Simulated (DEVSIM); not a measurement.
Device: abrupt Si n-p junction, at 300 K.

```csv
layer (left to right),material,thickness (μm),Nd (cm⁻³),Na (cm⁻³),τn (s),τp (s)
1,Si,2.20,1.3e17,-,0.00019,0.00019
2,Si,32.0,-,6.1e17,0.00019,0.00019
```

Left contact: ohmic. Right contact: ohmic. Voltage is applied to the left contact. Recombination: SRH at mid-gap, radiative. Mobility is μmin + (μ − μmin)/(1 + (N/Nref)^α).

This is a model device: material constants are rounded textbook-type values typed into the input, and sizes, dopings and lifetimes were drawn at random. Values at 300 K.

| parameter | Si |
|---|---|
| gap (eV) | 1.124 |
| affinity (eV) | 4.05 |
| permittivity | 11.7 |
| Nc (cm⁻³) | 2.86e19 |
| Nv (cm⁻³) | 3.1e19 |
| μn (cm²/Vs) | 1417 |
| μp (cm²/Vs) | 470 |
| μn,min | 52 |
| μp,min | 45 |
| Nref,n | 9.7e16 |
| Nref,p | 2.2e17 |
| αn | 0.68 |
| αp | 0.72 |
| B (cm³/s) | 4.7e-15 |

Model (solved in DEVSIM): 1D drift-diffusion, Boltzmann statistics, complete ionisation; no tunnelling, impact ionisation, image-force lowering or self-heating.

Problem. Tabulate band edges, carrier densities and field at -0.9 V on the left contact.

Solution. Energies count from the Fermi level of the right contact; mesh points crowd at the junctions.

| x (μm) | Ec (eV) | Ev (eV) | n (cm⁻³) | p (cm⁻³) | field (V/cm) |
|---|---|---|---|---|---|
| 0.000 | 1.039 | -0.085 | 1.3e17 | 890 | -64 |
| 0.03454 | 1.039 | -0.085 | 1.3e17 | 1.1e15 | -63 |
| 0.1234 | 1.039 | -0.085 | 1.3e17 | 3.8e15 | -60 |
| 0.3315 | 1.038 | -0.087 | 1.4e17 | 1.0e16 | -55 |
| 1.100 | 1.034 | -0.090 | 1.6e17 | 3.1e16 | -43 |
| 1.776 | 1.031 | -0.093 | 1.8e17 | 4.8e16 | -37 |
| 2.038 | 1.030 | -0.094 | 1.8e17 | 5.5e16 | -35 |
| 2.168 | 1.030 | -0.093 | 1.8e17 | 6.0e16 | 1100 |
| 2.201 | 1.072 | -0.052 | 3.7e16 | 3.0e17 | 34000 |
| 2.237 | 1.091 | -0.033 | 1.7e16 | 6.3e17 | 15 |
| 2.326 | 1.091 | -0.033 | 1.7e16 | 6.3e17 | -21 |
| 2.687 | 1.090 | -0.034 | 1.7e16 | 6.3e17 | -21 |
| 3.429 | 1.088 | -0.036 | 1.7e16 | 6.3e17 | -21 |
| 5.375 | 1.084 | -0.040 | 1.7e16 | 6.3e17 | -21 |
| 12.61 | 1.069 | -0.055 | 1.6e16 | 6.3e17 | -21 |
| 24.40 | 1.044 | -0.080 | 1.0e16 | 6.2e17 | -22 |
| 30.22 | 1.031 | -0.093 | 5.2e15 | 6.2e17 | -22 |
| 32.59 | 1.026 | -0.098 | 2.3e15 | 6.1e17 | -22 |
| 33.74 | 1.024 | -0.101 | 6.9e14 | 6.1e17 | -22 |
| 34.03 | 1.023 | -0.101 | 2.6e14 | 6.1e17 | -22 |
| 34.14 | 1.023 | -0.101 | 8.6e13 | 6.1e17 | -22 |
| 34.20 | 1.022 | -0.102 | 190 | 6.1e17 | -22 |
